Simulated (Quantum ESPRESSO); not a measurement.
A self-consistent single point of MgSi (Cm, 12 atoms in the cell) with Quantum ESPRESSO.

Computed with PBEsol, GBRV 1.5 ultrasoft (PBESOL) pseudopotentials (plane waves; Quantum ESPRESSO).

```yaml
crystal:
  lattice:
    - [5.63085, -1.94351, 0.00000]
    - [5.63085, 1.94351, 0.00000]
    - [-0.35677, 0.00000, 9.84310]
  atoms:
    - { symbol: Mg, position: [0.55393, 0.55393, 0.16536] }
    - { symbol: Mg, position: [0.42447, 0.42447, 0.83275] }
    - { symbol: Mg, position: [0.10025, 0.10025, 0.66889] }
    - { symbol: Mg, position: [0.88343, 0.88343, 0.33988] }
    - { symbol: Mg, position: [0.71884, 0.71884, 0.87781] }
    - { symbol: Mg, position: [0.26410, 0.26410, 0.11511] }
    - { symbol: Si, position: [0.16149, 0.16149, 0.34605] }
    - { symbol: Si, position: [0.82781, 0.82781, 0.63437] }
    - { symbol: Si, position: [0.90230, 0.90230, 0.05488] }
    - { symbol: Si, position: [0.07679, 0.07679, 0.94174] }
    - { symbol: Si, position: [0.43518, 0.43518, 0.54207] }
    - { symbol: Si, position: [0.65064, 0.65064, 0.48118] }
```

Reference input (self-consistent single point, DFT, PBEsol, plane waves, GBRV 1.5 ultrasoft (PBESOL) pseudopotentials): ecutwfc = 40 Ry; ecutrho = 200 Ry; occupations = smearing; smearing = gauss; degauss = 0.0099958 Ry; potentials = {Mg: mg_pbesol_v1.4.uspp.F.UPF, Si: si_pbesol_v1.uspp.F.UPF}; K_POINTS = automatic 5 5 2 0 0 0; conv_thr = 1e-10 Ry. This run's input differs from it in these lines:

```diff
@@ -15,3 +15,3 @@
    smearing = 'gauss'
-   degauss = 0.0099958
+   degauss = 0.0147
 /
```

Output (repeated stretches shortened):

```
     Self-consistent Calculation

     iteration #  1     ecut=    40.00 Ry     beta= 0.70

     total energy              =    -807.52617345 Ry
     estimated scf accuracy    <       1.24121886 Ry

     iteration #  2     ecut=    40.00 Ry     beta= 0.70

     total energy              =    -806.52715851 Ry
     estimated scf accuracy    <       8.17235177 Ry

     iteration #  3     ecut=    40.00 Ry     beta= 0.70

     total energy              =    -807.70822786 Ry
     estimated scf accuracy    <       3.62664515 Ry

   [... 11 blocks of this kind left out ...]

     iteration # 15     ecut=    40.00 Ry     beta= 0.70

     total energy              =    -808.04167975 Ry
     estimated scf accuracy    <          1.5E-10 Ry

     iteration # 16     ecut=    40.00 Ry     beta= 0.70
     End of self-consistent calculation

     the Fermi energy is     7.6795 ev

!    total energy              =    -808.04167975 Ry
     estimated scf accuracy    <          4.9E-11 Ry
     smearing contrib. (-TS)   =      -0.00560158 Ry
     internal energy E=F+TS    =    -808.03607817 Ry

     convergence has been achieved in  16 iterations

     Forces acting on atoms (cartesian axes, Ry/au):

     atom    1 type  1   force =    -0.00185966    0.00000000    0.00277079
     atom    2 type  1   force =    -0.00041640    0.00000000   -0.00203939
     atom    3 type  1   force =     0.00040194    0.00000000   -0.00222208
     atom    4 type  1   force =    -0.00032826    0.00000000    0.00111286
     atom    5 type  1   force =     0.00267074    0.00000000   -0.00369349
   [... lines left out ...]

     Total force =     0.010606     Total SCF correction =     0.000029

          total   stress  (Ry/bohr**3)                   (kbar)     P=       26.15
   0.00013657   0.00000000  -0.00001824           20.09        0.00       -2.68
   0.00000000   0.00020760   0.00000000            0.00       30.54        0.00
  -0.00001824   0.00000000   0.00018914           -2.68        0.00       27.82

   JOB DONE.
```

The run converged in 16 iterations. Against the reference run the free energy goes down by 1.7 meV/atom, the pressure moves little (2.61 to 2.62 GPa) and the largest force goes from 0.127 to 0.117 eV/Å.

The starting cell comes from a database of computed structures (which also holds hypothetical and non-ambient phases and stackings), without a prior relaxation at this level. Its lattice was rescaled by a random factor within 2.5 % of one.

Cost on one core of a shared machine: roughly 3 min.
